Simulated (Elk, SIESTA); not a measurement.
An Elk input for a self-consistent single point of C3N4 (P-43m, 7 atoms in the cell) (DFT, LDA (PW92), all-electron FP-LAPW, Elk's shipped species files, default APW+lo basis):

```
tasks
  0

stype
  0

swidth
  0.0001

maxscl
  100

scale
  1.889726125

avec
    3.4567600000    0.0000000000    0.0000000000
    0.0000000000    3.4567600000    0.0000000000
    0.0000000000    0.0000000000    3.4567600000

sppath
  './'

atoms
  2
  'C.in'
  3
  0.0000000000  0.0000000000  0.5000000000    0.0 0.0 0.0
  0.5000000000  0.0000000000  0.0000000000    0.0 0.0 0.0
  0.0000000000  0.5000000000  0.0000000000    0.0 0.0 0.0
  'N.in'
  4
  0.2456900000  0.2456900000  0.7543100000    0.0 0.0 0.0
  0.2456900000  0.7543100000  0.2456900000    0.0 0.0 0.0
  0.7543100000  0.7543100000  0.7543100000    0.0 0.0 0.0
  0.7543100000  0.2456900000  0.2456900000    0.0 0.0 0.0

ngridk
  10 10 10
```

**Question.** Translate this input to SIESTA.

**Answer.** One input that does it (others would too):

```
# files in the folder: C.psml N.psml (PseudoDojo LDA standard)
SystemName  C3N4
SystemLabel c3n4

NumberOfAtoms                7
NumberOfSpecies              2
%block ChemicalSpeciesLabel
  1 6 C
  2 7 N
%endblock ChemicalSpeciesLabel
LatticeConstant              1.0 Ang
%block LatticeVectors
     3.456760000    0.000000000    0.000000000
     0.000000000    3.456760000    0.000000000
     0.000000000    0.000000000    3.456760000
%endblock LatticeVectors
AtomicCoordinatesFormat      ScaledCartesian
%block AtomicCoordinatesAndAtomicSpecies
     0.000000000    0.000000000    1.728380000  1
     1.728380000    0.000000000    0.000000000  1
     0.000000000    1.728380000    0.000000000  1
     0.849291364    0.849291364    2.607468636  2
     0.849291364    2.607468636    0.849291364  2
     2.607468636    2.607468636    2.607468636  2
     2.607468636    0.849291364    0.849291364  2
%endblock AtomicCoordinatesAndAtomicSpecies

XC.functional                LDA
XC.authors                   PW92
PAO.BasisSize                DZP
PAO.EnergyShift              0.01 Ry
MeshCutoff                   300 Ry
%block kgrid.MonkhorstPack
   10   0   0  0.0
    0  10   0  0.0
    0   0  10  0.0
%endblock kgrid.MonkhorstPack
OccupationFunction           FD
ElectronicTemperature        10 K

MaxSCFIterations             150
SCF.Mixer.Method             Broyden
SCF.Mixer.Weight             0.1
SCF.Mixer.History            6
SCF.DM.Tolerance             1.0E-05
Diag.ParallelOverK           true
WriteForces                  true
```

Basis, cutoffs, solver keys and any potentials are the target program's own. This input uses DFT, LDA PW92, numerical atomic orbitals DZP, PseudoDojo LDA standard norm-conserving potentials (rewritten from UPF to PSML). LDA parametrisations can differ slightly between programs. Both were run: gap on the mesh 2.370 eV in Elk and 2.402 in SIESTA.

On SIESTA: the starting cell comes from a database of computed structures (which also holds hypothetical and non-ambient phases and stackings), without a prior relaxation at this level. Values carry the incompleteness of an atom-centred basis. With a pressure of about -11 GPa the cell is away from its equilibrium volume at this level.

On Elk: the starting cell comes from a database of computed structures (which also holds hypothetical and non-ambient phases and stackings), without a prior relaxation at this level. Values depend on the basis (sphere radii, cutoffs, local orbitals), which need not be converged.
